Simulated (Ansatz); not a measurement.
Partial pair distribution functions of a relaxed model of amorphous In$_{24}$O$_{38}$Ge, broadened by 0.06 Å; density 6.39 g/cm³. Method: PBE, scalar-relativistic without spin-orbit coupling (plane waves to 420 eV, PAW; Ansatz, a quantum-chemistry and plane-wave program).

The cell was made by melting and quenching with the CHGNet potential and then relaxed with DFT. O atoms were pushed apart under 1.9 Å during the dynamics, to hinder bonds among them. The hot cell started wider than the set density and was brought back towards it in steps. It is the lowest in DFT energy of 2 quenches. It is a model cell: composition and starting density were chosen by hand, and all elements were melted together. No dispersion term was used. Its density started from a set value of 6.39 and ended at 6.39 g/cm³. Cooling (nominally 280 K/ps over its main leg) ran many orders faster than in experiment, which tends to leave more defects and strain. A cell of this size samples the disorder only roughly. The volume was held where the preparation left it and the shape relaxed, at a PBE pressure of 2.0 GPa. Stress components on the final sampling reach 2.0 GPa.

```csv
r (Å),g In-O,g O-Ge,g In-In,g O-O
1.55,0.00,0.02,0.00,0.00
1.65,0.00,1.97,0.00,0.00
1.75,0.00,14.46,0.00,0.00
1.85,0.02,7.09,0.00,0.00
1.95,0.68,0.23,0.00,0.00
2.05,4.52,0.00,0.00,0.00
2.15,8.09,0.00,0.00,0.00
2.25,5.08,0.00,0.00,0.00
2.35,1.80,0.00,0.00,0.00
2.45,0.59,0.00,0.00,0.00
2.55,0.25,0.00,0.00,0.07
2.65,0.14,0.00,0.00,0.69
2.75,0.07,0.00,0.00,2.04
2.85,0.13,0.00,0.09,2.87
2.95,0.23,0.00,0.26,2.26
3.05,0.20,0.00,0.59,2.22
3.15,0.30,0.03,1.43,2.12
3.25,0.34,0.64,2.08,1.82
3.35,0.36,1.64,2.45,1.88
3.45,0.47,2.12,2.37,1.50
3.55,0.71,0.44,2.48,1.30
3.65,0.57,0.45,2.92,1.02
3.75,0.68,1.70,2.84,0.75
3.85,0.90,1.75,2.08,0.56
3.95,1.05,1.18,1.67,0.53
4.05,1.22,1.35,1.06,0.54
4.15,1.04,0.98,0.66,0.69
4.25,1.29,2.01,0.64,0.84
4.35,1.06,3.84,0.41,0.88
4.45,1.12,1.16,0.33,0.58
4.55,1.37,1.09,0.28,0.43
4.65,1.47,1.82,0.40,0.42
4.75,1.54,0.59,0.52,0.68
```

Within 2.70 Å each In has 5.38 O neighbours on average.
